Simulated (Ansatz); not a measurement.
The cell is built on a prototype and need not be the phase stable at ambient conditions.

By r2SCAN, the system below comes out a metal.

The ballistic (Sharvin) conductance counts the channels at the Fermi level: G/A = (e²/h) × channels of both spins per area.

```yaml
crystal:
  lattice:
    - [3.86163, 0.00000, 0.00000]
    - [0.00000, 6.68276, 0.00000]
    - [0.00000, 3.34138, 3.34138]
  atoms:
    - { symbol: Zn, position: [0.90387, 0.50000, 0.50000] }
    - { symbol: Zn, position: [0.09613, 0.00000, 0.50000] }
    - { symbol: S, position: [0.00000, 0.00000, 0.00000] }
    - { symbol: S, position: [0.00000, 0.50000, 0.00000] }
```

Space group of this cell: P4/nmm. The cell was relaxed by PBE-D3(BJ); by r2SCAN its mean pressure is 0.7 GPa.

The current flows along the normal of the first two printed cell vectors. No spin-orbit coupling; the value is a mean over 0.1 eV about the Fermi level.

Q: Estimate the ballistic conductance per area that r2SCAN run with Ansatz (a program for electronic structure) returns for this system.

A: 0.30 × 10¹⁵ S/m² for both spins.
